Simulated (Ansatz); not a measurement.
Start from ZnS in the wurtzite structure (space group P6_3mc, No. 186).

```
ZnS
1.0
    3.80703     0.00000     0.00000
   -1.90352     3.29699     0.00000
    0.00000     0.00000     6.24624
Zn S
2 2
Direct
  0.66667   0.33333   0.99975
  0.33333   0.66667   0.49975
  0.66667   0.33333   0.62545
  0.33333   0.66667   0.12545
```

Cartesian axes are those of the cell as printed.

The values are results of r2SCAN (Ansatz, an electronic-structure program), spin-orbit coupling left out, earlier PAW set, not measurements.

Before the change:

| Property | Result |
|---|---|
| Valence-band top at Γ | 0.00, 0.00, -0.08 eV |

One thing is altered: tensile biaxial strain of 2.28 % in the plane normal to [001], as in epitaxy on a mismatched substrate; the out-of-plane cell vector and the atoms relax.

Q: Estimate the effect on the ratio −ε⊥/ε∥ and valence-band top at Γ.

A: The ratio −ε⊥/ε∥ is 0.57; the valence-band top at Γ (three highest levels, from the VBM) changes from 0.00, 0.00, -0.08 eV to 0.00, -0.08, -0.08 eV.

The levels and masses belong to the bands next to the band gap. No phonon test of stability was made.
